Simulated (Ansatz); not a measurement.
**What uniaxial strain ε_xx = +0.29 % does to Pt**

Base system: Pt in the fcc (Cu type) structure (space group Fm-3m, No. 225; a = 3.940 Å). Axes: x, y, z lie along the cube axes.

Now apply this change: uniaxial strain ε_xx = +0.29 %, all other strain components held at zero; the atoms relax in the strained cell.

All numbers come from r2SCAN (Ansatz, a quantum-chemistry and plane-wave program, PAW, without spin-orbit coupling). Γ-centred 20×20×20 mesh, Fermi–Dirac width 0.05 eV.

```json
[
 {"quantity": "volume per atom", "base": "15.29 Å³", "changed": "15.34 Å³", "shift": "+0.044 Å³"},
 {"quantity": "shortest interatomic distance", "base": "2.786 Å", "changed": "2.786 Å", "shift": "0.000 Å"},
 {"quantity": "energy relative to the base (free energy F)", "base": "0 meV/atom", "changed": "+0.1 meV/atom", "shift": "+0.1 meV/atom"},
 {"quantity": "pressure (mean of the normal stresses, compression positive)", "base": "0.0 GPa", "changed": "-0.8 GPa", "shift": "-0.8 GPa"},
 {"quantity": "band gap", "base": "zero", "changed": "zero", "shift": "–"},
 {"quantity": "stress (xx, yy, zz, yz, xz, xy; compression positive) (rough)", "base": "–", "changed": "(-1.0, -0.7, -0.7, 0.0, 0.0, 0.0) GPa", "shift": "–"}
]
```

Final structure:

```yaml
crystal:
  lattice:
    - [0.00000, 1.97014, 1.97014]
    - [1.97585, 0.00000, 1.97014]
    - [1.97585, 1.97014, 0.00000]
  atoms:
    - { symbol: Pt, position: [0.00000, 0.00000, 0.00000] }
```

Cost of the whole job for the changed cell (relaxation, final SCF and bands): roughly 50 core-seconds.

Without a gap, meshes like the base's 20×20×20 leave anisotropic stresses uncertain by several tenths of a GPa, and small strain energies with them. No phonon test of stability was made. All final runs are without spin polarisation.
